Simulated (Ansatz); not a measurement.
PBE against r2SCAN: AlN, pressure 15 GPa

Base system: AlN in the wurtzite structure (space group P6_3mc, No. 186; a = 3.1298 Å, c = 5.0173 Å).

(Cell as relaxed with PBE.)

Levels (all Ansatz, a quantum-chemistry and plane-wave program, PAW, earlier PAW set): PBE (420 eV, without spin-orbit coupling); r2SCAN (500 eV, scalar-relativistic without spin-orbit coupling).

Each level relaxes its own structure.

| base | PBE | r2SCAN |
|---|---|---|
| volume per atom | 10.64 Å³ | 10.40 Å³ |
| lattice parameter a | 3.130 Å | 3.107 Å |
| band gap | 4.04 eV | 4.87 eV |

It is then changed as follows: cell and atoms relaxed at a pressure of 15 GPa.

| quantity | PBE | r2SCAN |
|---|---|---|
| shift of the gap caused by the change | +0.57 eV | +0.56 eV |
| band gap | 4.60 eV | 5.43 eV |
| lattice parameter a | 3.065 Å | 3.047 Å |

PBE's band gap lies 0.83 eV below r2SCAN's; PBE's lattice parameter a lies 0.018 Å above r2SCAN's (0.6 %). Neither level is exact; r2SCAN is the comparison here, not a measurement.

Load acts through the strain it causes; cell and atoms are relaxed under it. Stability against distortions was not tested. Measured, AlN leaves this structure (for rock salt) near 14 GPa (temperature not stated; as listed in Datta, Sujoy, Jana, Debnarayan, arXiv (2020)), on rising pressure, with hysteresis.
